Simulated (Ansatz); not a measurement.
Where the default PAW files enter, the runs use the earlier of Ansatz's two default sets.

```yaml
crystal:
  lattice:
    - [3.08864, 0.00000, 0.00000]
    - [0.00000, 3.08864, 0.00000]
    - [1.54432, 1.54432, 2.18399]
  atoms:
    - { symbol: Al, position: [0.00000, 0.00000, 0.00000] }
    - { symbol: N, position: [0.25000, 0.75000, 0.50000] }
```

Space group of this cell: F-43m, zinc blende. The cell is taken as given.

Method: r2SCAN (plane waves, PAW; Ansatz, a quantum-chemistry and plane-wave program).

The current runs along the normal of the first two printed vectors; no spin-orbit coupling. Scaled by the factor s: the length along the current (ions clamped). Meshes 14×14×14 and 10×10 across the current in all rows.

```csv
s,mean pressure (GPa),band gap (eV)
0.97,7.0,3.79
1.00,0.2,3.93
1.03,-5.7,?
```

### Question
Take the slope of the band gap against ln s from the two given rows, extrapolate to s = 1.03, and say what the run there gives.

### Answer
Slope = (3.79 − 3.93) / ln 0.97 = 4.60 eV. The line gives 3.93 + (4.60) × ln 1.03 = 4.07 eV. The run gives 3.82 eV, 0.25 eV under the line, 181 % of the predicted step.
